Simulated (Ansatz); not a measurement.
Reference: GaAs (F-43m), PBEsol with spin-orbit coupling, rigid bands (plane waves, PAW; Ansatz, an electronic-structure program); axes and stresses refer to this cell.

```yaml
crystal:
  lattice:
    - [0.00000, 2.82935, 2.82935]
    - [2.82935, 0.00000, 2.82935]
    - [2.82935, 2.82935, 0.00000]
  atoms:
    - { symbol: Ga, position: [0.00000, 0.00000, 0.00000] }
    - { symbol: As, position: [0.25000, 0.25000, 0.25000] }
```

- band gap: 0.32 eV
- hole conductivity mass: 0.41 mₑ
- Seebeck coefficient, p-type 1e19 cm⁻³: 241 μV/K

### Question
Change: hydrostatic pressure 5 GPa. What happens to band gap, hole conductivity mass, Seebeck coefficient, p-type 1e19 cm⁻³?

### Answer
band gap rises to 0.78 eV; hole conductivity mass drops to 0.37 mₑ; Seebeck coefficient, p-type 1e19 cm⁻³ moves little, to 235 μV/K.

Masses are for dilute carriers at 300 K, harmonic means over directions unless an axis is named. Seebeck coefficients are for the stated density at 300 K, with one relaxation time for all states and whether or not that doping can be reached. Stresses and pressures are the targets of the relaxation.  The structure type is held under load, also where the real crystal would transform.
